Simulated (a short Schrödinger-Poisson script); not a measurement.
Structure: gated Al0.4Ga0.6N/GaN polarisation-induced gas, at 300 K.

```tsv
layer	material	thickness (nm)	Na (cm⁻³)
1	Al0.4Ga0.6N	10	-
2	GaN	6000	1e14
```

Constants are typed, rounded textbook-type inputs, not results; the design itself was drawn at random and stands for no fabricated device. Al0.4Ga0.6N: permittivity 9.26, conduction-band edge (eV) 0.58, gap (eV) 4.258, electron mass (mₑ) 0.248, Nv at 300 K (cm⁻³) 4.6e19. GaN: permittivity 9.5, conduction-band edge (eV) 0, gap (eV) 3.43, Nv at 300 K (cm⁻³) 4.6e19.

Channel valleys (confinement mass, in-plane density-of-states mass, number): Γ 0.2, 0.2, 1. At the gate the conduction-band edge of layer 1 lies 1.36 eV − eVg above the Fermi level of the channel; the field vanishes at the back. Sheet of polarisation charge: +2e13 e/cm² at 10 nm from the gate. The barrier under the gate holds no holes. Gaps are held at their typed values at every temperature. Mesh 0.08 nm at interfaces.

Solved with a short Schrödinger-Poisson script written for these runs: 1D Poisson equation in equilibrium, electrons quantum, Hartree (BenDaniel-Duke, 40 states a valley, the channel's in-plane mass for all, wave functions free to enter the barrier), parabolic valleys, classical holes, full ionisation, no traps, pinning or gate leakage.

The same stack at other levels of the model or other numerical settings:

| run | sheet density of all electrons at Vg = 0.5 V (cm⁻²) | sheet density of all electrons at Vg = -2 V (cm⁻²) | capacitance at Vg = 0.5 V (μF/cm²) | centroid of the channel electrons at Vg = 0.5 V (nm) | rough cost against the base |
|---|---|---|---|---|---|
| base | 1.60e13 | 4.60e12 | 0.756 | 2.10 | about 1 |
| electrons treated as classical, Boltzmann | 1.76e13 | 5.19e12 | ? | 0.83 | 0.02 |
| electrons treated as classical, Fermi-Dirac | 1.61e13 | 4.82e12 | 0.734 | ? | 0.1 |
| electrons treated as quantum, Hartree plus LDA exchange-correlation | 1.63e13 | 4.75e12 | 0.760 | 1.91 | 2 |
| mesh six times as coarse | 1.60e13 | 4.59e12 | 0.757 | 2.03 | 0.2 |
| one subband a valley | 1.59e13 | 4.57e12 | 0.748 | ? | 0.6 |

Problem. Some entries are withheld; supply them.

Solution. 
- electrons treated as classical, Fermi-Dirac, centroid of the channel electrons at Vg = 0.5 V (nm): 1.86
- one subband a valley, centroid of the channel electrons at Vg = 0.5 V (nm): 1.71
- electrons treated as classical, Boltzmann, capacitance at Vg = 0.5 V (μF/cm²): 0.804

The classical rows ignore confinement, and Boltzmann statistics overrate the density once the band edge passes the Fermi level.
